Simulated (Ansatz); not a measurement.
Consider these faces of ceria, relaxed from ideal cuts in 1x1 cells: (110), (111), (211).

The numbers are results of PBE (plane waves to 420 eV, PAW; Ansatz, a quantum-chemistry and plane-wave program), not measurements.

Task: Put the candidates in order of surface energy, lowest first, for PBE.

Result: (111) (0.67 J/m²), (110) (1.00 J/m²), (211) (1.19 J/m²)
